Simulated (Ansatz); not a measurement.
Worked example: self-consistent single point of Ba₂NF (R-3m, 4 atoms in the cell) in Ansatz (a quantum-chemistry and plane-wave program)

Level of theory: LDA (PW92), default PAW files made with PBE (plane waves; Ansatz).

This input was run:

Ansatz 0.2 input:
```yaml
# Ba2NF
crystal:
  lattice:
    - [2.004788, 1.157464, 6.655078]
    - [-2.004788, 1.157464, 6.655078]
    - [0.000000, -2.314929, 6.655078]
  atoms:
    - { symbol: Ba, position_ang: [0.000000, -0.000001, 15.126440] }
    - { symbol: Ba, position_ang: [0.000000, -0.000000, 4.838794] }
    - { symbol: N, position_ang: [0.000000, -0.000000, 9.982617] }
    - { symbol: F, position_ang: [0.000000, 0.000000, 0.000000] }
basis:
  ecutwfc: 420.0
kpoints:
  mp_grid: { grid: [7, 7, 7] }
hamiltonian:
  xc: lda
  pseudopotentials: { kind: paw }
scf:
  occupations: { method: fermi_dirac, width: 0.01 }
output:
  forces: true
  eigenvalues: true
  stress: true
```

The program printed (abridged):

```
WARN ansatz: RAYON_NUM_THREADS=1 ignored (pool sized by the plan → 1); use --threads N
basis.fft_grid_basis auto: the FFT boxes are laid along the combinations [[1, 0, -1], [0, 1, -1], [0, 0, 1]] of the cell's own vectors, 4.010, 4.010 and 7.046 …
Pseudopotentials: kind: paw
Pseudopotential: Ba, paw, valence charge 10
Pseudopotential: N, paw, valence charge 5
Pseudopotential: F, paw, valence charge 7
Crystal: 4 atoms, lattice volume = 92.657 Å³
Basis set: ecut = 420 eV, 1811 PW (Γ), FFT grids on a1−a3, a2−a3, a3
Bands: 20, of which v1, the nominal top of the filled ones, is band 16 counted from 1 (15 counted from 0)
Symmetry: 12 space group operations
Space group: R-3m (ITA 166), of the structure as read, at distance tolerance 4.5e-5 Å
k-points: 44 of 343
PAW frozen core: Ba, regenerated for the run's functional, and the local potential with it
PAW frozen core: N, regenerated for the run's functional, and the local potential with it
PAW frozen core: F, regenerated for the run's functional, and the local potential with it
Initial density: superposition of atomic densities (neutral atoms: chi_scale 0, normalization atom), corrected by the library's trained network
Initial wavefunctions: pseudopotential atomic-orbital guess
Eigensolver: davidson
Functional: x = slater, c = lda
SCF iter   1: F=—  HF=-12731.339035 eV  |F-HF|=—  |Δ(HF+E_count)|=         —  Δρ=1.31e-2  dr2=1.68e-1  ethr=1.77e-3  ⟨swp⟩=7.8  Hψ=5187  notcnv=0
all-band conjugate gradients solve this SCF's bands
preconditioner: auto → Resta (q_TF=auto, 2.285 Å⁻¹)
SCF iter   2: F=—  HF=-12731.309019 eV  |F-HF|=—  |Δ(HF+E_count)|=   3.00e-2  Δρ=6.63e-3  dr2=3.07e-2  ethr=5.24e-4  ⟨swp⟩=2.8  Hψ=2076  notcnv=0
SCF iter   3: F=—  HF=-12731.303265 eV  |F-HF|=—  |Δ(HF+E_count)|=   5.75e-3  Δρ=1.98e-3  dr2=2.90e-3  ethr=9.59e-5  ⟨swp⟩=2.6  Hψ=1383  notcnv=0
SCF iter   4: F=—  HF=-12731.302916 eV  |F-HF|=—  |Δ(HF+E_count)|=   3.49e-4  Δρ=1.02e-3  dr2=7.82e-4  ethr=9.08e-6  ⟨swp⟩=2.5  Hψ=1196  notcnv=0
SCF iter   5: F=—  HF=-12731.302783 eV  |F-HF|=—  |Δ(HF+E_count)|=   1.33e-4  Δρ=1.58e-4  dr2=2.72e-5  ethr=2.44e-6  ⟨swp⟩=2.0  Hψ=1293  notcnv=0
SCF iter   6: F=—  HF=-12731.302789 eV  |F-HF|=—  |Δ(HF+E_count)|=   5.94e-6  Δρ=3.60e-5  dr2=1.99e-6  ethr=8.51e-8  ⟨swp⟩=2.9  Hψ=1657  notcnv=0
SCF iter   7: F=—  HF=-12731.302789 eV  |F-HF|=—  |Δ(HF+E_count)|=   2.84e-7  Δρ=1.24e-5  dr2=2.48e-7  ethr=6.21e-9  ⟨swp⟩=2.4  Hψ=1438  notcnv=0
SCF iter   8: F=-12731.302789 eV  HF=-12731.302789 eV  |F-HF|=3.91e-10  |Δ(HF+E_count)|=   2.91e-8  Δρ=1.97e-6  dr2=2.77e-9  ethr=3.13e-10  ⟨swp⟩=4.5  Hψ=3439  notcnv=0
SCF 1 converged in 8 iterations: F = -12731.302789 eV  dr2 = 2.77e-9
SCF converged after 8 iterations
Free energy (F): -12731.302789 eV
Harris-Foulkes:  -12731.302789 eV  (|F-HF|=3.91e-10)
Internal energy: -12731.302789 eV  (E = F + TS)
E sigma→0 (E₀):  -12731.302789 eV
Fermi energy:    8.914610 eV
--- Per-component energies (eV) ---
  E_band       = -81.431771
  E_kinetic    = 670.595748
  E_local      = -1296.717128  (includes V_loc(G=0)·N_el)
  E_nonlocal   = 243.102207
  E_hartree    = 457.479558
  E_xc         = -472.569554
  E_vxc        = -450.425959  (∫ρ·V_xc dr)
  E_paw        = -10419.839635  (= ΣΔE_a)
  E_vpaw       = -162.948151  (= ΣTr[D̂ρ^β])
  E_aug_tail   = 0.002092  (compensation charges beyond the density's cutoff)
  E_ewald      = -1914.114404
  E_core_change = 0.758327  (= ΣΔE_core)
  E_smearing   = -0.000000  (= −TS)
  E_closure    = 0.000000  (closes the sum)
  Σ components = -12731.302789   (vs F -12731.302789, Δ=0.00e0)
--- Forces (eV/Å), atoms counted from 1 ---
  atom   1  Ba     0.00000000    -0.00000000     0.17636044
  atom   2  Ba     0.00000000     0.00000000    -0.17636044
  atom   3  N      0.00000000     0.00000000     0.00000000
  atom   4  F     -0.00000000     0.00000000     0.00000000
  max |Σ_I F_I| component: 2.78e-17 eV/Å
--- Stress (GPa, compression-positive) ---
       -4.372972       0.000000       0.000000
        0.000000      -4.372972      -0.000000
        0.000000      -0.000000      -4.207907
  P = ⅓ Tr σ = -4.3180 GPa (-43.180 kbar)
  The stress holds the Pulay correction. Without it, at fixed plane waves, as pw.x and ABINIT print it: P = -4.6308 GPa
--- Band table (eV; the first three rows and the last of 44) ---
  k-point 0: bands = ["-18.4653", "-18.2442", "-14.7204", "-4.7719", "-3.1393", "-3.1393", "-3.0755", "-3.0234", "-3.0234", "-1.1334", "3.1049", "3.2147", "3.2147", "7.2774", "7.9932", "7.9932", "9.9561", "11.7741", "11.9277", "11.9277"]
  k-point 1: bands = ["-18.4296", "-18.2318", "-14.7263", "-4.7433", "-3.4201", "-3.2249", "-3.1977", "-3.0797", "-3.0667", "-1.0589", "3.1513", "3.2232", "3.2263", "7.4789", "7.8118", "8.0527", "10.5861", "11.3049", "12.0834", "12.2783"]
  k-point 2: bands = ["-18.3434", "-18.2074", "-14.7415", "-4.7139", "-3.9176", "-3.5158", "-3.3201", "-3.1861", "-3.1658", "-1.0165", "3.1760", "3.2113", "3.2459", "7.6348", "8.1457", "8.1649", "10.6618", "11.2187", "12.1634", "12.4245"]
  k-point 43: bands = ["-18.3667", "-18.2989", "-14.7220", "-4.6331", "-3.4245", "-3.3075", "-3.2219", "-3.1817", "-3.0409", "-0.9829", "3.1453", "3.2106", "3.2246", "7.4080", "7.9831", "8.0248", "10.6367", "11.1734", "11.7342", "12.5089"]
```

The run converged in 8 iterations.

The starting cell comes from a database of computed structures (which also holds hypothetical and non-ambient phases and stackings), without a prior relaxation at this level. Its lattice was rescaled by up to half a per cent. With a pressure of about -4 GPa the cell is away from its equilibrium volume at this level. Ansatz's pressure includes its estimate of the finite-basis (Pulay) stress.
